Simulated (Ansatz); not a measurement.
Levels about the gap of amorphous Se₅₀S₁₀ (60 atoms in a cell of 1667 Å³, 4.25 g/cm³; zone centre alone, so wide bands show as single levels with stretches between that a denser mesh fills), at the geometry that PBE-D3(BJ) relaxed, where it gives 0.0 GPa on a denser mesh. The participation number counts the atoms over which a state spreads; weights are charges in smoothed Voronoi cells. The levels come from a single point, so bond lengths are those of that geometry. Method of the levels: PBE-D3(BJ), scalar-relativistic without spin-orbit coupling, PAW (Ansatz default set, large-core Se) (Ansatz, a program for electronic structure). Sampling: the zone centre alone; Fermi-Dirac width 0.05 eV; no spin polarisation.

Preparation: random packing, a CHGNet melt and quench, and a DFT relaxation. The hot cell started wider than the set density and was brought back towards it in steps. It is the lowest in DFT energy of 3 quenches. It is a model cell: composition and starting density were chosen by hand, and all elements were melted together. The geometry includes D3(BJ) dispersion. Its density started from a set value of 3.99 and ended at 4.25 g/cm³. Cooling (nominally 79 K/ps over its main leg) ran many orders faster than in experiment, which tends to leave more defects and strain. Values belong to this one cell and scatter from quench to quench. Volume and shape were free in the relaxation.

| E - E(highest filled), eV | filling | participation number | largest on | weight Se | weight S |
|---|---|---|---|---|---|
| -0.44 | filled | 25.3 | Se, 2 neighbours | 0.87 | 0.13 |
| -0.40 | filled | 29.4 | Se, 2 neighbours | 0.75 | 0.25 |
| -0.36 | filled | 27.4 | Se, 2 neighbours | 0.79 | 0.21 |
| -0.24 | filled | 26.1 | Se, 2 neighbours | 0.93 | 0.07 |
| -0.15 | filled | 16.3 | Se, 2 neighbours | 0.76 | 0.24 |
| -0.10 | filled | 32.4 | Se, 2 neighbours | 0.87 | 0.13 |
| 0.00 | filled | 21.5 | Se, 2 neighbours | 0.88 | 0.12 |
| 0.68 | empty | 15.5 | Se, 3 neighbours | 0.88 | 0.12 |
| 0.86 | empty | 30.7 | Se, 2 neighbours | 0.90 | 0.10 |
| 0.93 | empty | 35.5 | Se, 2 neighbours | 0.85 | 0.15 |
| 1.01 | empty | 23.0 | Se, 2 neighbours | 0.91 | 0.09 |
| 1.08 | empty | 40.8 | Se, 2 neighbours | 0.85 | 0.15 |
| 1.19 | empty | 39.2 | Se, 2 neighbours | 0.84 | 0.16 |
| 1.20 | empty | 27.6 | Se, 2 neighbours | 0.77 | 0.23 |

Most localised among these is the empty level at +0.68 eV, on a Se atom, which has 3 neighbours (S 2.11 Å, Se 2.60 Å, Se 2.66 Å).
